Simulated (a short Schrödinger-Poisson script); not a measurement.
Solved with a short Schrödinger-Poisson script written for these runs: 1D Poisson equation in equilibrium, electrons quantum, Hartree (BenDaniel-Duke, 12 states a valley, the channel's in-plane mass for all, wave functions free to enter the dielectric), parabolic valleys, classical holes, full ionisation, no traps, pinning or gate leakage.

Structure: symmetric double-gate stack, SiO2 on p-type Si(111), at 300 K.

From the gate side: 2.5 nm SiO2; 8 nm Si, acceptors 2e18 cm⁻³; 2.5 nm SiO2.

The device is made up for the run: typed textbook-type constants, with dimensions and the other settings drawn at random. SiO2: permittivity 3.9, conduction-band edge (eV) 3.15, gap (eV) 9, electron mass (mₑ) 0.5. Si: permittivity 11.7, conduction-band edge (eV) 0, gap (eV) 1.124, Nv at 300 K (cm⁻³) 3.1e19.

Channel valleys (confinement mass, in-plane density-of-states mass, number): Δ6 0.258, 0.358, 6. At the gates, both at one voltage, the conduction-band edge of layer 1 lies 3.49 eV − eVg above the Fermi level of the channel. Gaps are held at their typed values at every temperature. Mesh 0.03 nm at interfaces.

Task: Give the sheet density of all electrons at Vg = 0.6 V (cm⁻²); the gate voltage at 1e11 electrons/cm² (V); the capacitance of both gates at Vg = 1.8 V (μF/cm²).

Result: sheet density of all electrons at Vg = 0.6 V (cm⁻²): 2.55e12; gate voltage at 1e11 electrons/cm² (V): 0.35; capacitance of both gates at Vg = 1.8 V (μF/cm²): 2.38.
